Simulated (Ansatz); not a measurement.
Take BeTe in the zinc blende structure (space group F-43m, No. 216; a = 5.657 Å) as the base.

Now apply this change: cell and atoms relaxed at a pressure of 15 GPa.

Levels (all Ansatz, a first-principles code, PAW): r2SCAN (500 eV, scalar-relativistic without spin-orbit coupling); HSE06+SOC (420 eV, noncollinear with spin-orbit coupling).

The geometry is relaxed with r2SCAN.

- r2SCAN lowest conduction level above the VBM at special points = X 1.88 eV; U 2.76 eV; K 2.76 eV; Γ 3.81 eV
- r2SCAN valence-band top at Γ = 0.00, 0.00, 0.00 eV

### Question
How does going to HSE06+SOC change the lowest conduction level above the VBM at special points and valence-band top at Γ?

### Answer
The lowest conduction level above the VBM at special points changes from X 1.88 eV; U 2.76 eV; K 2.76 eV; Γ 3.81 eV to X 1.85 eV; U 2.77 eV; K 2.77 eV; Γ 3.89 eV; the valence-band top at Γ (three highest Kramers pairs, from the VBM) changes from 0.00, 0.00, 0.00 eV to 0.00, 0.00, -1.06 eV. The threefold valence maximum splits by Δso ≈ 1.06 eV.

Single points use the geometry relaxed with r2SCAN. Their cutoffs differ, which shifts pressures a little. HSE06 gaps are upper bounds (no full band path). Differences between runs with and without spin-orbit coupling are approximate. With Te present, leaving out spin-orbit coupling can change the band edges. The levels and masses belong to the bands next to the band gap. Load acts through the strain it causes; cell and atoms are relaxed under it. Stability against distortions was not tested. Competing high-pressure phases were not computed.
